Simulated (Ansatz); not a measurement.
Start from BAs in the zinc blende structure (space group F-43m, No. 216; a = 4.7679 Å).

It is then changed as follows: cell and atoms relaxed at a pressure of 9 GPa.

Levels (all Ansatz, a quantum-chemistry and plane-wave program, PAW): PBEsol (420 eV, scalar-relativistic without spin-orbit coupling); r2SCAN (500 eV, without spin-orbit coupling).

The geometry is relaxed with PBEsol.

| Item | Value |
|---|---|
| PBEsol width of the top valence band | 5.62 eV |
| PBEsol pressure | 8.98 GPa |
| PBEsol band gap | 1.03 eV |
| PBEsol smallest direct gap | 3.32 eV |

With r2SCAN at the same geometry, the width of the top valence band rises by 0.21 eV to 5.83 eV; the pressure grows by 1.83 GPa to 10.81 GPa; the band gap rises by 0.28 eV, from 1.03 eV to 1.31 eV; the smallest direct gap rises by 0.192 eV to 3.52 eV.

Single points use the geometry relaxed with PBEsol. Their cutoffs differ, which shifts pressures a little. Load acts through the strain it causes; cell and atoms are relaxed under it. Stability against distortions was not tested. Competing high-pressure phases were not computed.
